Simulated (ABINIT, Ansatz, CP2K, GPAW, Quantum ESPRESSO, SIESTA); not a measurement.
**Nb6GePt (Pm-3, 8 atoms in the cell) computed with different codes at matched settings**

Self-consistent single point, at a second geometry (lattice scaled by 0.98). First geometry:

```xyz
8
Lattice="5.0662 0.0000 0.0000 0.0000 5.0662 0.0000 0.0000 0.0000 5.0662" Properties=species:S:1:pos:R:3 pbc="T T T"
Nb     0.0000     2.5331     3.7991
Nb     0.0000     2.5331     1.2671
Nb     3.7991     0.0000     2.5331
Nb     1.2671     0.0000     2.5331
Nb     2.5331     3.7991     0.0000
Nb     2.5331     1.2671     0.0000
Ge     0.0000     0.0000     0.0000
Pt     2.5331     2.5331     2.5331
```

Shared settings, as Ansatz (a quantum-chemistry and plane-wave program) writes them: kpoints.mp_grid.grid = 5 5 5; scf.occupations.method = gaussian; scf.occupations.width = 0.1 eV. Potentials and cutoffs stand in the table.

```json
[
 {"code": "ABINIT", "model": "LDA (PW92), norm-conserving pseudopotentials (PseudoDojo nc-sr-04 LDA standard)", "ΔF from the first geometry (meV/atom)": "61.3", "pressure (GPa)": "18.40", "largest force (eV/Å)": "0.258", "cutoff": "42 Ha"},
 {"code": "SIESTA", "model": "LDA PW92, numerical atomic orbitals DZP, PseudoDojo LDA standard norm-conserving potentials (rewritten from UPF to PSML)", "ΔF from the first geometry (meV/atom)": "65.4", "pressure (GPa)": "19.47", "largest force (eV/Å)": "0.348", "cutoff": "grid 400 Ry"},
 {"code": "CP2K", "model": "LDA (Pade form), GPW, DZVP-MOLOPT-SR-GTH basis, GTH-PADE potentials (GTH_POTENTIALS)", "ΔF from the first geometry (meV/atom)": "16.2", "pressure (GPa)": "10.51", "largest force (eV/Å)": "0.374", "cutoff": "grid 500 Ry"},
 {"code": "Ansatz", "model": "LDA (PW92), PAW files made with PBE", "ΔF from the first geometry (meV/atom)": "60.5", "pressure (GPa)": "18.25", "largest force (eV/Å)": "0.256", "cutoff": "default"},
 {"code": "Quantum ESPRESSO", "model": "LDA (PW92), PseudoDojo standard norm-conserving (LDA) pseudopotentials", "ΔF from the first geometry (meV/atom)": "61.3", "pressure (GPa)": "18.41", "largest force (eV/Å)": "0.258", "cutoff": "85 Ry"},
 {"code": "GPAW", "model": "LDA (Perdew-Wang 92), GPAW PAW datasets LDA (gpaw-data 1.0.1)", "ΔF from the first geometry (meV/atom)": "52.0", "pressure (GPa)": "16.49", "largest force (eV/Å)": "0.258", "cutoff": "550 eV"}
]
```

On Ansatz's run: spin-orbit coupling is off. Spin polarisation is off.

The spread over the programs that give each value: ΔF from the first geometry within 49.2 meV/atom; pressure within 8.96 GPa; largest force within 0.118 eV/Å.

SIESTA and CP2K use small atom-centred bases, whose incompleteness enters pressures, forces and empty levels differently from a plane-wave cutoff. Ansatz's pressure is given at a fixed set of plane waves, as the other plane-wave codes print theirs. In the pressure, SIESTA (by 1.15), CP2K (by 7.81) and GPAW (by 1.84) lie more than 1 GPa from the median of the plane-wave programs. In the force vectors, SIESTA (by 0.090) and CP2K (by 0.116) lie more than 0.08 eV/Å from the median of the plane-wave programs.

The starting cell comes from a database of computed structures (which also holds hypothetical and non-ambient phases and stackings), without a prior relaxation at this level. Its lattice was rescaled by a random factor within 2.5 % of one. For this run, on top of that: lattice scaled by 0.98.

Left out of this page: Elk (not drawn, or without a comparable value); FLEUR (with a known weakness of the program).

Keys are those of Ansatz 0.2.
